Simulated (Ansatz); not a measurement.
TaAg (model structure, Cmcm, No. 63, 4 atoms in the cell), treated with LDA (PAW; Ansatz, a quantum-chemistry and plane-wave program).

Settings: plane-wave cutoff 520 eV, 18×18×14 k mesh (along the axes of the cell as run), Fermi–Dirac smearing 0.05 eV, no spin polarisation, scalar-relativistic PAW data made under PBE.

Cell (relaxed at this level):

AgTa is modelled in the orthorhombic space group Cmcm (No. 63), Pearson symbol oS8. Conventional cell: a = 2.649 Å, b = 11.186 Å, c = 4.470 Å, α = 90.00°, β = 90.00°, γ = 90.00°. Ta on 4c is coordinated by 2 Ta at 2.649 Å and 4 Ta at 3.031 Å and 7 Ag at 2.861–3.036 Å. Ag on 4c has 4 Ag at 2.649–2.654 Å and 7 Ta at 2.861–3.036 Å. (Neighbours: up to the widest gap in distance over summed covalent radii, below 1.35, at either atom.)
(The calculation used a cell of 4 atoms; values per cell refer to that cell.)

### Question
Give the computed bulk modulus.

### Answer

bulk modulus: 186 GPa

The run finds no gap.

Note: the bulk modulus is −V dP/dV from two relaxed cells at ±2 % in volume; the relaxation could raise the start's symmetry but not lower it, so the cell can be a saddle point.

Spin–orbit coupling is not included.

Static lattice: no zero-point or thermal effects.

A model structure was made by putting elements into a prototype or built by hand; it is no filed structure, need not be a known phase, and can be a saddle point held by its symmetry.
